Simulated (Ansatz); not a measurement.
## CdO (model structure, started from the wurtzite type, P6₃mc, No. 186, 4 atoms in the cell)

The numbers are results of PBEsol in Ansatz (plane waves, PAW), not measurements.

Settings: plane-wave cutoff 500 eV, 18×18×8 k mesh (along the axes of the cell as run), Fermi–Dirac smearing 0.05 eV, scalar-relativistic PAW data made under PBE.

Cell (relaxed at this level):

```yaml
crystal:
  lattice:
    - [3.62394, 0.00000, 0.00000]
    - [-1.81197, 3.13842, 0.00000]
    - [0.00000, 0.00000, 5.65802]
  atoms:
    - { symbol: Cd, position: [0.66667, 0.33333, 0.00761] }
    - { symbol: Cd, position: [0.33333, 0.66667, 0.50761] }
    - { symbol: O, position: [0.66667, 0.33333, 0.61759] }
    - { symbol: O, position: [0.33333, 0.66667, 0.11759] }
```

- band gap: none

Note: the relaxation could raise the start's symmetry but not lower it, so the cell can be a saddle point.

Spin–orbit coupling is not included.

The computed numbers hold no vibrational or temperature effects.

A model structure was made by putting elements into a prototype or built by hand; it is no filed structure, need not be a known phase, and can be a saddle point held by its symmetry.

Ansatz is a program for electronic structure.
